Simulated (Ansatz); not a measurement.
Abridged Ansatz (a program for electronic structure) output:

```
Pseudopotential: La, paw, valence charge 11
Pseudopotential: Ga, paw, valence charge 13
Pseudopotential: Se, paw, valence charge 16
Crystal: 10 atoms, lattice volume = 246.094 Å³
Basis set: ecut = 500 eV, 6247 PW (Γ), exchange–correlation on 200×200×200 points (64 copies of the dense FFT grid, shifted against one another)
Bands: 82, of which v1, the nominal top of the filled ones, is band 72 counted from 1 (71 counted from 0)
Symmetry: 12 space group operations
k-points: 32 of 216
Functional: x = r2scan, c = r2scan; τ floored in thin density (d = 2e-4 eV/Å³)
SCF iter   1: F=—  HF=-52991.642581 eV  |F-HF|=—  |Δ(HF+E_count)|=         —  Δρ=1.14e-2  dr2=4.69e-1  dr2_τ=4.22e-2  ethr=1.77e-3  ⟨swp⟩=5.9  Hψ=9070  notcnv=0  defer=2
SCF iter   2: F=—  HF=-52991.683990 eV  |F-HF|=—  |Δ(HF+E_count)|=   4.14e-2  Δρ=4.50e-3  dr2=6.08e-2  dr2_τ=3.41e-3  ethr=3.25e-4  ⟨swp⟩=4.1  Hψ=4997  notcnv=0  defer=67
SCF 1 converged in 10 iterations: F = -52991.680549 eV  dr2 = 4.11e-11
SCF converged after 10 iterations
Free energy (F): -52991.680549 eV
Internal energy: -52991.678897 eV  (E = F + TS)
E sigma→0 (E₀):  -52991.679723 eV
Entropy (-TS):   -0.001652 eV (-0.165 meV/atom)
Fermi energy:    9.729901 eV
--- Forces (eV/Å), atoms counted from 1 ---
  atom   1  La    -0.00000000     0.00000000     0.00000000
  atom   2  La     0.00000000    -0.00000000    -0.00000000
  atom   3  Ga    -0.00000000    -0.00000000    -0.00000000
  atom   4  Ga    -0.00000000    -0.00000000    -0.00000000
  atom   5  Se    -0.00031613    -0.00054755     0.00000000
  atom   6  Se     0.00063226     0.00000000     0.00000000
  atom   7  Se    -0.00031613     0.00054755     0.00000000
  atom   8  Se     0.00031613     0.00054755    -0.00000000
  atom   9  Se     0.00031613    -0.00054755    -0.00000000
  atom  10  Se    -0.00063226     0.00000000     0.00000000
--- Stress (GPa, compression-positive) ---
        0.006535      -0.000000      -0.000000
       -0.000000       0.006535      -0.000000
       -0.000000      -0.000000       0.000468
  P = ⅓ Tr σ = 0.0045 GPa (0.045 kbar)
```

Task: What was computed, and what are the main results?

Result: LaGaSe3, 10 atoms in the cell, with r2SCAN, PAW, 500 eV (Ansatz; no SOC). The last SCF converged to F = -52991.680549 eV, or -5299.1681 eV per atom, at a pressure of 0.00 GPa. The total energy compares only with runs of the same code, potentials and settings.

Whether these cells are dynamically stable was not tested. The cell was made from LaGaO3 by this change: O → Se; the result is a hypothetical phase, not in the database extracts checked.
